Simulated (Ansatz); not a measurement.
# Hypothetical CdI2 type CeO2: pressure series

The parent structure is CeO2 in the CdI2 type structure (space group P-3m1, No. 164; a = 3.6017 Å, c = 4.5230 Å; a hypothetical phase, not in the database extracts checked).

Cell and atoms are relaxed at each pressure.

Method: PBE-D3(BJ) (Ansatz, a program for electronic structure, PAW, spin-orbit coupling left out), earlier PAW set.

Notes on the quantities. enthalpy: H = E + PV relative to the base's energy.

```tsv
change	c/a ratio	band gap	gap character	enthalpy
base	1.256	2.23 eV	indirect, A–L (69 % along) → A	–
pressure −1 GPa	1.340	2.29 eV	indirect, H–A (33 % along) → A	-0.11 eV/atom
pressure 0.3 GPa	1.241	2.21 eV	indirect, A–L (69 % along) → A	+0.03 eV/atom
pressure 0.7 GPa	1.225	2.20 eV	indirect, A–L (69 % along) → A	+0.07 eV/atom
pressure 1.5 GPa	1.198	2.16 eV	indirect, A–L (69 % along) → A	+0.15 eV/atom
pressure 3 GPa	1.162	2.12 eV	indirect, A–L (69 % along) → A	+0.30 eV/atom
pressure 5 GPa	1.127	2.07 eV	indirect, A–L (69 % along) → A	+0.49 eV/atom
pressure 7.5 GPa	1.094	2.03 eV	indirect, A–L (69 % along) → A	+0.72 eV/atom
pressure 10 GPa	?	?	indirect, A–L (69 % along) → A	+0.94 eV/atom
```

Q: What belongs in the blanks?

A: 
- pressure 10 GPa, c/a ratio: 1.067
- pressure 10 GPa, band gap: 1.99 eV

Load acts through the strain it causes; cell and atoms are relaxed under it. Stability against distortions was not tested. Competing high-pressure phases were not computed. Seeded moments were not kept for the base. All final runs are without spin polarisation.
